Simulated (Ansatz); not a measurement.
**Refining one setting for HfB (P6/mmm, 6 atoms in the cell)**

```
HfB
1.0
    6.12762     0.00000     0.00000
   -3.06381     5.30668     0.00000
    0.00000     0.00000     4.94446
Hf B
3 3
Direct
  0.50000   0.00000   0.00000
  0.50000   0.50000   0.00000
  0.00000   0.50000   0.00000
  0.00000   0.00000   0.00000
  0.33333   0.66667   0.50000
  0.66667   0.33333   0.50000
```

Method of the run: PBE (plane waves, PAW; Ansatz, an electronic-structure program).

The starting cell was generated: these elements placed on a structure prototype, without a prior relaxation; it need not be a known phase or ordering of this composition. In the base run, with a pressure of about -19 GPa the cell is away from its equilibrium volume at this level. Ansatz's pressure includes its estimate of the finite-basis (Pulay) stress.

Held fixed: kpoints.mp_grid.grid = 5 5 6; hamiltonian.xc = pbe; hamiltonian.pseudopotentials = {kind: paw} (the program's default PAW files); scf.occupations.method = methfessel_paxton; scf.occupations.width = 0.136 eV.

ΔF is the free energy per atom less that of the last row (1e-12 eV).

Ansatz starts here from atomic densities corrected by a trained network and corrects its stress for the error left by an unfinished SCF, so loose thresholds cost less than they might elsewhere.

```csv
scf.convergence.dr2_threshold,ΔF (meV/atom),pressure (GPa),iterations
0.1 eV,1.64,-19.10,2
0.01 eV,0.09,-19.11,3
0.001 eV,0.09,-19.11,3
0.0001 eV,0.00,-19.12,6
1e-05 eV,0.00,-19.12,6
1e-06 eV,0.00,-19.12,7
1e-08 eV,0.00,-19.12,8
1e-10 eV,0.00,-19.12,10
1e-12 eV,0.00,-19.12,12
```

Pressure within 0.1 GPa of the last row: from scf.convergence.dr2_threshold = 0.1 eV on, the coarsest one. The value it settles on is -19.12 GPa at this level of theory and with the other settings as held.

Energy within 0.5 meV/atom of the last row: from scf.convergence.dr2_threshold = 0.01 eV on; the one before it is off by 1.6 meV/atom.

Keys are those of Ansatz 0.2.
